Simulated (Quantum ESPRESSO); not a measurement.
Quantum ESPRESSO run on Al3Pd2 (P-3m1, 5 atoms in the cell): self-consistent single point.

Method of the run: PBEsol, GBRV 1.5 ultrasoft (PBESOL) pseudopotentials (plane waves; Quantum ESPRESSO 7.5).

```
CELL_PARAMETERS angstrom
      4.20246     0.00000     0.00000
     -2.10123     3.63944     0.00000
      0.00000     0.00000     5.16048
ATOMIC_POSITIONS crystal
  Al 0.00000 0.00000 0.00000
  Al 0.33333 0.66667 0.64493
  Al 0.66667 0.33333 0.35507
  Pd 0.33333 0.66667 0.15687
  Pd 0.66667 0.33333 0.84313
```

Reference input (self-consistent single point, DFT, PBEsol, plane waves, GBRV 1.5 ultrasoft (PBESOL) pseudopotentials): ecutwfc = 40 Ry; ecutrho = 320 Ry; occupations = smearing; smearing = gauss; degauss = 0.0073499 Ry; potentials = {Al: al_pbesol_v1.uspp.F.UPF, Pd: pd_pbesol_v1.4.uspp.F.UPF}; K_POINTS = automatic 10 10 8 0 0 0; conv_thr = 1e-10 Ry. This run's input differs from it in these lines:

```diff
@@ -18,3 +18,3 @@
     smearing = 'gauss'
-    degauss = 0.0073499
+    degauss = 0.058799
 /
```

Output, abridged:

```
     Self-consistent Calculation

     iteration #  1     ecut=    40.00 Ry     beta= 0.70

     negative rho (up, down):  1.461E-01 0.000E+00

     total energy              =    -412.62720246 Ry
     estimated scf accuracy    <       7.63048610 Ry

     iteration #  2     ecut=    40.00 Ry     beta= 0.70

     negative rho (up, down):  1.512E-01 0.000E+00

     total energy              =    -415.90444857 Ry
     estimated scf accuracy    <      16.95046213 Ry

     iteration #  3     ecut=    40.00 Ry     beta= 0.70

     negative rho (up, down):  1.523E-01 0.000E+00

     total energy              =    -417.50019232 Ry
     estimated scf accuracy    <       1.07682960 Ry

   [... 7 blocks of this kind left out ...]

     iteration # 11     ecut=    40.00 Ry     beta= 0.70

     negative rho (up, down):  1.532E-01 0.000E+00

     total energy              =    -417.57389893 Ry
     estimated scf accuracy    <          2.2E-09 Ry

     iteration # 12     ecut=    40.00 Ry     beta= 0.70

     negative rho (up, down):  1.532E-01 0.000E+00
     End of self-consistent calculation

     the Fermi energy is    12.0907 ev

!    total energy              =    -417.57389893 Ry
     estimated scf accuracy    <          2.4E-12 Ry
     smearing contrib. (-TS)   =      -0.02951670 Ry
     internal energy E=F+TS    =    -417.54438224 Ry

     convergence has been achieved in  12 iterations

     negative rho (up, down):  1.532E-01 0.000E+00

     Forces acting on atoms (cartesian axes, Ry/au):

     atom    1 type  1   force =     0.00000000   -0.00000000    0.00000000
     atom    2 type  1   force =     0.00000000   -0.00000000    0.00027185
     atom    3 type  1   force =     0.00000000   -0.00000000   -0.00027185
     atom    4 type  2   force =     0.00000000    0.00000000    0.00058588
     atom    5 type  2   force =    -0.00000000   -0.00000000   -0.00058588

     Total force =     0.000913     Total SCF correction =     0.000007

     negative rho (up, down):  1.532E-01 0.000E+00
          total   stress  (Ry/bohr**3)                   (kbar)     P=        3.39
   0.00003942   0.00000000   0.00000000            5.80        0.00        0.00
   0.00000000   0.00003942   0.00000000            0.00        5.80        0.00
   0.00000000   0.00000000  -0.00000980            0.00        0.00       -1.44

   JOB DONE.
```

The run converged in 12 iterations. Against the reference run the free energy drops by 36.1 meV/atom, the pressure goes from -0.01 to 0.34 GPa and the largest force goes from 0.040 to 0.015 eV/Å.

The starting cell comes from a database of computed structures (which also holds hypothetical and non-ambient phases and stackings), without a prior relaxation at this level. Its lattice was rescaled by a random factor within 2.5 % of one. Spin polarisation is off.

Cost on one core of a shared machine: roughly 50 s.
